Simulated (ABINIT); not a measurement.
Band structure of WS (P6_3mc, 4 atoms in the cell).

```xyz
4
Lattice="3.0255 0.0000 0.0000 -1.5128 2.6202 0.0000 0.0000 0.0000 8.1808" Properties=species:S:1:pos:R:3 pbc="T T T"
W      0.0000     1.7468     0.2969
W      1.5128     0.8734     4.3873
S      0.0000     1.7468     2.7873
S      1.5128     0.8734     6.8777
```

Method: PBEsol, PAW (JTH v2.0 PBE PAW, files made for PBE) (plane waves; ABINIT).

Settings: pseudos = [W.GGA_PBE-JTH.xml, S.GGA_PBE-JTH.xml]; ecut = 21 Ha; pawecutdg = 42 Ha; pawxcdev = 0; ixc = -116133; occopt = 3; tsmear = 0.1 eV; ngkpt = 8 8 3; nshiftk = 1; shiftk = 0 0 0; potentials = JTH v2.0 PBE PAW; kptopt = 1; nstep = 60.

The starting cell comes from a database of computed structures (which also holds hypothetical and non-ambient phases and stackings), without a prior relaxation at this level. Spin-orbit coupling is off. Spin polarisation is off. The potentials were made for another functional than the one used.

Levels in eV from the Fermi level, bands 17 to 24:
```
point     17     18     19     20    21    22    23    24
-----  -----  -----  -----  -----  ----  ----  ----  ----
Γ      -2.52  -2.52  -0.11  -0.11  0.61  0.61  1.98  1.98
M      -2.93  -2.24  -1.04  -0.15  1.45  2.76  3.38  3.38
K      -1.75  -1.55  -1.02  -1.02  0.24  1.93  1.93  3.24
A      -2.69  -2.69   0.16   0.16  0.16  0.16  2.94  2.94
L      -3.05  -3.05  -0.16  -0.16  2.71  2.71  2.83  2.83
H      -1.63  -1.63  -1.36  -1.36  1.40  1.40  2.37  2.37
```

Bands cross the Fermi level along this path, so the cell is metallic at this level.
